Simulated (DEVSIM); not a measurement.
Device: Au/HfO2/n-GaSb capacitor, at 300 K.

```
layer (left to right)  material  thickness (nm)  Nd (cm⁻³)
---------------------  --------  --------------  ---------
1                          HfO2            2.60          -
2                          GaSb            5700     1.1e16
```

Metal gate on the left, work function 5.1 eV. Fixed charge at the semiconductor interface 2.7e12 cm⁻² (in units of +e); interface traps 2.3e11 cm⁻² eV⁻¹, uniform in energy, neutral level at 0.5 of the gap above the valence band.

The device is made up for the run: typed textbook-type constants, with dimensions and the other settings drawn at random. Values at 300 K; Nc and Nv go as T^1.5, mobilities as T to minus their exponent, the gap by Varshni's rule with the affinity fixed.

```csv
parameter,HfO2,GaSb
gap (eV),5.7,0.726
affinity (eV),2.5,4.06
permittivity,22,15.7
Nc (cm⁻³),-,2.1e17
Nv (cm⁻³),-,1.8e19
Varshni α (eV/K),-,0.00042
Varshni β (K),-,140
```

DEVSIM, 1D Poisson equation in equilibrium, Boltzmann statistics, complete ionisation; no quantum confinement or tunnelling. Metal contacts follow the ideal Schottky-Mott rule: no Fermi-level pinning, no interface dipoles.

The temperature was swept, all else fixed.

| temperature (K) | flat-band voltage (V) | minimum of the low-frequency capacitance (μF/cm²) | threshold voltage (band bending 2φF) (V) |
|---|---|---|---|
| 250 | 0.93 | 0.0905 | 0.38 |
| 300 | 0.91 | 0.0980 | 0.44 |
| 350 | 0.89 | ? | ? |
| 400 | 0.87 | 0.123 | 0.56 |
| 450 | 0.85 | 0.152 | 0.62 |
| 500 | 0.82 | 0.204 | 0.68 |

Question: Complete the blanks.

Answer: 
- 350, minimum of the low-frequency capacitance (μF/cm²): 0.108
- 350, threshold voltage (band bending 2φF) (V): 0.50
